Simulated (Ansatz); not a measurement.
Partial pair distribution functions of a relaxed model of amorphous Zr20O42Si, broadened by 0.06 Å; density 5.32 g/cm³. Calculation: PBE, scalar-relativistic without spin-orbit coupling (plane waves to 420 eV, PAW; Ansatz, an electronic-structure program).

Preparation: random packing, a CHGNet melt and quench, and a DFT relaxation. O atoms were pushed apart under 1.9 Å during the dynamics, to hinder bonds among them. The hot cell started wider than the set density and was brought back towards it in steps. It is the lowest in DFT energy of 2 quenches. It is a model cell: composition and starting density were chosen by hand, and all elements were melted together. No dispersion term was used. Its density started from a set value of 5.14 and ended at 5.32 g/cm³. Cooling (nominally 300 K/ps over its main leg) ran many orders faster than in experiment, which tends to leave more defects and strain. Values belong to this one cell and scatter from quench to quench. The volume was free in the relaxation, at fixed shape. Stress components on the final sampling reach 2.7 GPa. On a 2×2×2 Γ-centred mesh force components of up to 0.12 eV/Å stay, since the relaxation ran on the zone centre alone.

| r (Å) | g Zr-O | g O-Si | g Zr-Zr | g O-O |
|---|---|---|---|---|
| 1.40 | 0.00 | 0.00 | 0.00 | 0.00 |
| 1.50 | 0.00 | 0.84 | 0.00 | 0.00 |
| 1.60 | 0.00 | 10.66 | 0.00 | 0.00 |
| 1.70 | 0.00 | 9.82 | 0.00 | 0.00 |
| 1.80 | 0.02 | 0.66 | 0.00 | 0.00 |
| 1.90 | 0.70 | 0.00 | 0.00 | 0.00 |
| 2.00 | 3.84 | 0.00 | 0.00 | 0.00 |
| 2.10 | 6.50 | 0.00 | 0.00 | 0.00 |
| 2.20 | 4.94 | 0.00 | 0.00 | 0.00 |
| 2.30 | 2.89 | 0.00 | 0.00 | 0.05 |
| 2.40 | 1.44 | 0.00 | 0.00 | 0.38 |
| 2.50 | 0.39 | 0.01 | 0.00 | 1.40 |
| 2.60 | 0.09 | 0.55 | 0.00 | 2.73 |
| 2.70 | 0.13 | 1.32 | 0.00 | 3.42 |
| 2.80 | 0.23 | 0.39 | 0.00 | 2.49 |
| 2.90 | 0.26 | 1.44 | 0.01 | 1.53 |
| 3.00 | 0.28 | 1.53 | 0.16 | 1.55 |
| 3.10 | 0.29 | 0.26 | 0.18 | 1.38 |
| 3.20 | 0.28 | 0.20 | 0.78 | 1.10 |
| 3.30 | 0.33 | 2.02 | 3.05 | 0.83 |
| 3.40 | 0.46 | 1.84 | 4.01 | 0.70 |
| 3.50 | 0.46 | 0.91 | 3.09 | 0.64 |
| 3.60 | 0.51 | 0.31 | 2.94 | 0.71 |
| 3.70 | 0.76 | 0.65 | 2.34 | 0.77 |
| 3.80 | 1.26 | 0.88 | 1.74 | 0.76 |
| 3.90 | 1.27 | 0.47 | 1.44 | 1.01 |
| 4.00 | 0.82 | 0.43 | 0.89 | 1.01 |
| 4.10 | 1.04 | 2.20 | 1.14 | 0.87 |
| 4.20 | 1.45 | 1.64 | 0.87 | 0.91 |
| 4.30 | 1.51 | 1.04 | 0.56 | 0.78 |
| 4.40 | 1.39 | 1.02 | 0.71 | 0.71 |
| 4.50 | 1.19 | 0.89 | 0.67 | 0.77 |
| 4.60 | 1.24 | 0.71 | 0.44 | 0.74 |

Within 2.60 Å each Zr has 6.50 O neighbours on average.
